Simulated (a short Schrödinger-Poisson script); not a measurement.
System: MOS inversion layer, HfO2 on p-type Si(100), at 400 K.

| layer | material | thickness (nm) | Na (cm⁻³) |
|---|---|---|---|
| 1 | HfO2 | 3.5 | - |
| 2 | Si | 610 | 5e17 |

The device is made up for the run: typed textbook-type constants, with dimensions and the other settings drawn at random. HfO2: permittivity 22, conduction-band edge (eV) 1.55, gap (eV) 5.7, electron mass (mₑ) 0.2. Si: permittivity 11.7, conduction-band edge (eV) 0, gap (eV) 1.124, Nv at 300 K (cm⁻³) 3.1e19.

Channel valleys (confinement mass, in-plane density-of-states mass, number): Δ2 0.916, 0.19, 2; Δ4 0.19, 0.417, 4. At the gate the conduction-band edge of layer 1 lies 1.88 eV − eVg above the Fermi level of the channel; the field vanishes at the back. Gaps are held at their typed values at every temperature. Mesh 0.03 nm at interfaces.

Solved with a short Schrödinger-Poisson script written for these runs: 1D Poisson equation in equilibrium, electrons quantum, Hartree (BenDaniel-Duke, 12 states a valley, the channel's in-plane mass for all, wave functions ending at the dielectric), parabolic valleys, classical holes, full ionisation, no traps, pinning or gate leakage.

Question: List the lowest subbands of each valley and their electrons at Vg = 1.1 V.

Answer: 
| valley | subband | energy from the Fermi level (meV) | electrons (cm⁻²) | share (%) |
|---|---|---|---|---|
| Δ2 | 0 | -49.5 | 9.02e12 | 70.2 |
| Δ2 | 1 | 73.6 | 6.12e11 | 4.8 |
| Δ2 | 2 | 143.0 | 8.56e10 | 0.7 |
| Δ4 | 0 | 69.1 | 3.03e12 | 23.6 |
| Δ4 | 1 | 202.3 | 6.78e10 | 0.5 |
| Δ4 | 2 | 295.0 | 4.61e9 | 0.0 |

All electrons: 1.29e13 cm⁻².
